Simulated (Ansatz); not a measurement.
Take PbF$_{2}$ in the fluorite structure (space group Fm-3m, No. 225; a = 6.001 Å) as the base.

Level of theory: PBE/PAW in Ansatz (an electronic-structure program), no spin-orbit coupling.

Base values:

| Quantity | Value |
|---|---|
| Electron mass | 2.5 mₑ along k, 0.51 mₑ across (at X) |
| Density | 7.54 g/cm³ |

Modification: hydrostatic tension (pressure −1 GPa).

Question: How does this affect the electron mass?

Answer: The electron mass goes from 2.5 mₑ along k, 0.51 mₑ across (at X) to 2.3 mₑ along k, 0.51 mₑ across (at X).

Question: How does this affect the density?

Answer: The density drops by 0.12 g/cm³, from 7.54 g/cm³ to 7.42 g/cm³.

With Pb present, leaving out spin-orbit coupling can change the band edges. The levels and masses belong to the bands next to the band gap. Load acts through the strain it causes; cell and atoms are relaxed under it. Masses are band curvatures over ±0.01 Å⁻¹ around the edge. Along k means along the line from Γ to the band edge. Stability against distortions was not tested.
